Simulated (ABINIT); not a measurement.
Input and output of a self-consistent single point for TiOs (Pm-3m, 2 atoms in the cell) (ABINIT).

Method: LDA (PW92), norm-conserving pseudopotentials (PseudoDojo nc-sr-04 LDA standard) (plane waves; ABINIT).

```yaml
crystal:
  lattice:
    - [3.08463, 0.00000, 0.00000]
    - [0.00000, 3.08463, 0.00000]
    - [0.00000, 0.00000, 3.08463]
  atoms:
    - { symbol: Ti, position: [0.50000, 0.50000, 0.50000] }
    - { symbol: Os, position: [0.00000, 0.00000, 0.00000] }
```

Reference input (self-consistent single point, DFT, PBEsol, plane waves, norm-conserving pseudopotentials (PseudoDojo nc-sr-04 PBEsol standard)): pseudos = [Ti.upf, Os.upf]; ecut = 1143 eV; occopt = 7; tsmear = 0.1 eV; ngkpt = 14 14 14; nshiftk = 1; shiftk = 0 0 0; potentials = PseudoDojo nc-sr-04 PBEsol standard; nband = 19; kptopt = 1; nstep = 80; tolvrs = 1e-10. This run's input differs from it in these lines:

```diff
@@ -1,2 +1,2 @@
-# TiOs, PseudoDojo nc-sr-04 PBEsol standard
+# TiOs, PseudoDojo nc-sr-04 LDA standard
 pp_dirpath "./"
```

Its files differ too (potentials: PseudoDojo nc-sr-04 PBEsol standard → PseudoDojo nc-sr-04 LDA standard).

The program printed (abridged):

```
--- !BeginCycle
solver: {iscf: 7, nstep: 80, nline: 4, wfoptalg: 0, }
tolerances: {tolvrs: 1.00E-10, }
...

     iter   Etot(hartree)      deltaE(h)  residm     vres2
 ETOT  1  -160.55391294410    -1.606E+02 2.656E-01 1.899E+02
 ETOT  2  -159.82465611414     7.293E-01 1.601E-01 4.002E+03
 ETOT  3  -160.65857592766    -8.339E-01 2.256E-02 6.976E+01
 ETOT  4  -160.67263694138    -1.406E-02 1.354E-02 3.610E+00
 ETOT  5  -160.67333436816    -6.974E-04 2.961E-03 3.308E-01
   [... 2 lines left out ...]
 ETOT  8  -160.67340205965    -6.249E-09 1.158E-03 9.922E-07
 ETOT  9  -160.67340206036    -7.095E-10 3.442E-04 3.807E-09
 ETOT 10  -160.67340206043    -7.515E-11 6.529E-04 4.050E-09
 ETOT 11  -160.67340206044    -8.583E-12 2.151E-04 5.958E-11
 At SCF step   11       vres2   =  5.96E-11 < tolvrs=  1.00E-10 =>converged.

 Cartesian components of stress tensor (hartree/bohr^3)
  sigma(1 1)=  3.84644728E-04  sigma(3 2)=  0.00000000E+00
  sigma(2 2)=  3.84644728E-04  sigma(3 1)=  0.00000000E+00
  sigma(3 3)=  3.84644728E-04  sigma(2 1)=  0.00000000E+00

 ----iterations are completed or convergence reached----

 reduced coordinates (array xred) for    2 atoms
       0.500000000000      0.500000000000      0.500000000000
       0.000000000000      0.000000000000      0.000000000000
 cartesian forces (eV/Angstrom) at end:
    1     -0.00000000000000    -0.00000000000000    -0.00000000000000
    2     -0.00000000000000    -0.00000000000000    -0.00000000000000
 frms,max,avg= 0.0000000E+00 0.0000000E+00   0.000E+00  0.000E+00  0.000E+00 e/A
   [... lines left out ...]
 Fermi (or HOMO) energy (hartree) =   0.52859   Average Vxc (hartree)=  -0.51273
   [... lines left out ...]
total_energy        : -1.60673402060443E+02
total_energy_eV     : -4.37214561955884E+03
band_energy         : -1.43138682686085E+01
...

-Cartesian components of stress tensor (GPa)         [Pressure= -1.1317E+01 GPa]
- sigma(1 1)=  1.13166367E+01  sigma(3 2)=  0.00000000E+00
- sigma(2 2)=  1.13166367E+01  sigma(3 1)=  0.00000000E+00
- sigma(3 3)=  1.13166367E+01  sigma(2 1)=  0.00000000E+00

 Calculation completed.
```

The run converged in 11 iterations. Against the reference run the pressure goes from -5.67 to -11.32 GPa.

The starting cell comes from a database of computed structures (which also holds hypothetical and non-ambient phases and stackings), without a prior relaxation at this level. Spin polarisation is off. With a pressure of about -11 GPa the cell is away from its equilibrium volume at this level.

Cost on one core of a shared machine: roughly 3 min.
